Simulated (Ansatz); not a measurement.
```xyz
16
Lattice="14.5000 0.0000 0.0000 0.0000 14.5000 0.0000 0.0000 0.0000 4.2676" Properties=species:S:1:pos:R:3 pbc="T T T"
B      8.8775     7.2500     2.8490
N      8.5114     8.5114     3.5524
N      9.0338     7.2500     1.4186
B      7.2500     8.8775     2.8490
N      5.9886     8.5114     3.5524
B      8.4008     8.4008     0.7152
N      7.2500     9.0338     1.4186
B      5.6225     7.2500     2.8490
N      5.9886     5.9886     3.5524
B      6.0992     8.4008     0.7152
N      5.4662     7.2500     1.4186
B      7.2500     5.6225     2.8490
N      8.5114     5.9886     3.5524
B      6.0992     6.0992     0.7152
N      7.2500     5.4662     1.4186
B      8.4008     6.0992     0.7152
```

Computed with PBE (plane waves to 420 eV, PAW; Ansatz, an electronic-structure program). Mesh 1×1×8. No spin polarisation. It repeats along c; a and b span vacuum. An idealised model, rolled from the flat sheet. Only distortions within the start's symmetry and period were free.

Tabulate the two highest filled and two lowest empty levels along the axis, from the valence top.


```csv
k (2π/c),v2 (eV),v1 (eV),c1 (eV),c2 (eV)
0.000,-0.14,-0.14,1.83,4.56
0.042,-0.15,-0.15,1.85,4.57
0.083,-0.14,-0.14,1.91,4.59
0.125,-0.13,-0.13,2.00,4.64
0.167,-0.12,-0.12,2.13,4.71
0.208,-0.10,-0.10,2.27,4.79
0.250,-0.08,-0.08,2.44,4.89
0.292,-0.06,-0.06,2.62,5.01
0.333,-0.04,-0.04,2.82,4.78
0.375,-0.02,-0.02,3.03,4.52
0.417,-0.01,-0.01,3.26,4.26
0.458,0.00,0.00,3.50,4.00
0.500,0.00,0.00,3.75,3.75
```
